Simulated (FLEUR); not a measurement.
Band structure of CoSi2 (Fm-3m, 3 atoms in the cell).

```
CELL_PARAMETERS angstrom
      0.00000     2.70264     2.70264
      2.70264     0.00000     2.70264
      2.70264     2.70264     0.00000
ATOMIC_POSITIONS crystal
  Co 0.00000 0.00000 0.00000
  Si 0.75000 0.75000 0.75000
  Si 0.25000 0.25000 0.25000
```

Method: PBE, all-electron FLAPW (FLEUR), scalar-relativistic valence.

Settings: Kmax = 4 1/bohr; GmaxXC = 12 1/bohr; xcFunctional = pbe; jspins = 1; l_soc = F; mode = hist; fermiSmearingEnergy = 0.00499791 Htr; mesh (inpgen div1-3) = 9 9 9; inpgen gamma flag = false; Gmax = 12 1/bohr; numbands = 0; maxIterBroyd = 40; imix = Anderson; alpha = 0.05.

The starting cell comes from a database of computed structures (which also holds hypothetical and non-ambient phases and stackings), without a prior relaxation at this level. Its lattice was rescaled by a random factor within 2.5 % of one. Spin polarisation is off. Values depend on the basis (sphere radii, cutoffs, local orbitals), which need not be converged.

Levels in eV from the Fermi level, bands 9 to 16:
```csv
point,9,10,11,12,13,14,15,16
Γ,-1.84,0.47,3.33,3.33,3.33,3.41,3.41,3.41
X,-1.90,-1.90,-1.86,-1.30,1.47,2.92,8.51,9.39
W,-2.24,-1.90,-1.41,-0.67,3.52,3.52,5.82,6.55
K,-2.17,-1.72,-1.20,-0.95,1.88,4.92,5.76,7.37
L,-1.58,-1.58,-0.49,-0.49,2.58,3.35,3.35,4.14
U,-2.17,-1.72,-1.20,-0.95,1.88,4.92,5.76,7.37
```
